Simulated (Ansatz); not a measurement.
Base system: InAs in the zinc blende structure (space group F-43m, No. 216; a = 6.087 Å).

Perturbation: every In is replaced by B; the structure is relaxed again.

Levels (all Ansatz, an electronic-structure program, PAW, earlier PAW set): PBEsol (420 eV, no spin-orbit coupling); r2SCAN (500 eV, scalar-relativistic without spin-orbit coupling); HSE06 (420 eV, scalar-relativistic without spin-orbit coupling); PBEsol+SOC (420 eV, noncollinear with spin-orbit coupling); HSE06+SOC (420 eV, spin-orbit coupling included).

At the geometry relaxed with PBEsol, these levels gave the following band gaps, in shuffled order: (a) 1.02 eV, (b) 1.82 eV, (c) 1.37 eV, (d) 1.75 eV, (e) 1.08 eV.

Problem. Match each gap to its level.

Solution. (a) PBEsol+SOC; (b) HSE06; (c) r2SCAN; (d) HSE06+SOC; (e) PBEsol.

Single points use the geometry relaxed with PBEsol. The hybrid gap comes from the SCF mesh plus the semilocal run's edge points and a few special points and is an upper bound. The spin-orbit shifts are approximate. Stability against distortions was not tested. The runs without spin-orbit coupling are not spin-polarised.
